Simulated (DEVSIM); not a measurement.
System: Schottky contact on n-type β-Ga2O3, at 350 K.

Layer 1 from the left is β-Ga2O3, thickness (μm) 1.80, Nd (cm⁻³) 9.4e15, τn (s) 3e-9, τp (s) 3e-9.

Left contact: Schottky, work function 5.32 eV, emission velocity 4e6 cm/s. Right contact: ohmic. Voltage is applied to the left contact. Recombination: SRH at mid-gap. Mobility is constant in doping.

Constants are typed, rounded textbook-type inputs, not results; the design itself was drawn at random and stands for no fabricated device. Values at 300 K; Nc and Nv go as T^1.5, mobilities as T to minus their exponent, the gap by Varshni's rule with the affinity fixed.

β-Ga2O3: gap (eV) 4.8, affinity (eV) 4, permittivity 10, Nc (cm⁻³) 3.7e18, Nv (cm⁻³) 5e20, μn (cm²/Vs) 160, μp (cm²/Vs) 1, T exponent of μn 1.8, T exponent of μp 1.5, Varshni α (eV/K) 0.0004, Varshni β (K) 600.

Q: Estimate by hand the built-in potential, the peak field at zero bias, the capacitance at -3 V, and compare with a numerical solution.

A: 
- Built-in potential: barrier φB = 1.320 eV; Vbi = φB − kT/q ln(N_band/N) = 1.133 V; numerical 1.133 V.
- Peak field at zero bias: depletion approximation: W = √(2εVbi/(qN)) = 0.365 μm with N = 9.40e15 cm⁻³; field = 2Vbi/W = 62100 V/cm; numerical 61200 V/cm (estimate above by 1.5 %).
- Capacitance at -3 V: C = √(qεN / 2(Vbi + |V|)) = 12.7 nF/cm²; numerical 12.7 nF/cm².

Simulated with DEVSIM: 1D drift-diffusion, Boltzmann statistics, complete ionisation; no tunnelling, impact ionisation, image-force lowering or self-heating. Metal contacts follow the ideal Schottky-Mott rule: no Fermi-level pinning, no interface dipoles.
